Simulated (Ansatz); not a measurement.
Amorphous cells of 8 compositions: the gap between the highest filled and lowest empty level at the zone centre, by PBE and by a single point of HSE06 on the same geometry (PBE, scalar-relativistic without spin-orbit coupling (plane waves to 420 eV, PAW; Ansatz, an electronic-structure program); exact exchange cut at the cells' faces). The networks come from melt-quench runs on the CHGNet potential at compositions and starting densities chosen by hand, with anions pushed apart in the CHGNet dynamics, and DFT then relaxed them. The cells are small and were quenched far faster than real films, so single cells scatter. Defect or tail levels can set these gaps. The rows are the first to finish with both values and no moments.

| cell | PBE gap x (eV) | HSE06 gap y (eV) |
|---|---|---|
| A (Si24O49Cu2, 2.34 g/cm3) | 1.81 | 3.43 |
| B (Si24O49Li2, 2.20 g/cm3) | 3.49 | 5.16 |
| C (Si24O49K2, 2.17 g/cm3) | 3.65 | 5.30 |
| D (Si24O49Na2, 2.28 g/cm3) | 4.15 | withheld |
| E (Si24O49H2, 2.10 g/cm3) | 4.48 | 6.27 |
| F (Si24O50Ge, 2.21 g/cm3) | 4.64 | 6.53 |
| G (Si24O49Mg, 2.22 g/cm3) | 4.66 | 6.41 |
| H (Si24O49Zn, 2.27 g/cm3) | 4.80 | 6.60 |

**Question.** Fit a straight line through the 7 full rows and predict the withheld value for D (Si24O49Na2, 2.28 g/cm3).

**Answer.** Means: x = 3.933, y = 5.671. Slope = Σ(Δx Δy) / Σ(Δx²) = 7.367 / 6.863 = 1.07; the r.m.s. residual is 0.052. Prediction: 5.671 + 1.07 × (4.15 − 3.933) = 5.90. The run gave 5.86, 0.04 below the line.
